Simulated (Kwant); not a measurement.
Computed with Kwant: Hückel tight-binding model, one pz orbital an atom, one spin, coherent transport at 0 K. Conductance is in e²/h.

System: π system c1cc2ccc3cccc4ccc(c1)c2c34 between two chain leads. The π system is taken as planar. Atoms are numbered from 0 in the order of the SMILES. Site energies (eV, carbon 0): [0.0, 0.0, 0.0, 0.0, 0.0, 0.0, 0.0, 0.0, 0.0, 0.0, 0.0, 0.0, 0.0, 0.0, 0.0, 0.0]. Bonds (i, j, β in eV): (0,1,-2.4) (1,2,-2.4) (2,3,-2.4) (3,4,-2.4) (4,5,-2.4) (5,6,-2.4) (6,7,-2.4) (7,8,-2.4) (8,9,-2.4) (9,10,-2.4) (10,11,-2.4) (11,12,-2.4) (12,13,-2.4) (12,14,-2.4) (14,15,-2.4) (13,0,-2.4) (14,2,-2.4) (15,5,-2.4) (15,9,-2.4). Leads: chains of hopping −3.6 eV, joined by −0.72 eV to atoms 1 and 4.

Site energies and bond integrals are typed Hückel values.

Sweep values stay those of the base run.

One input was changed, with this effect: transmission at E = 0 0.0036 → 0.0100.

Which change was it?
(A) contacts moved from atoms [1, 4] to [3, 4]
(B) contacts moved from atoms [1, 4] to [3, 11]
(C) contacts moved from atoms [1, 4] to [0, 1]
(D) contacts moved from atoms [1, 4] to [0, 6]
(E) contacts moved from atoms [1, 4] to [1, 13]
(F) contacts moved from atoms [1, 4] to [1, 6]

A, contacts moved from atoms [1, 4] to [3, 4]
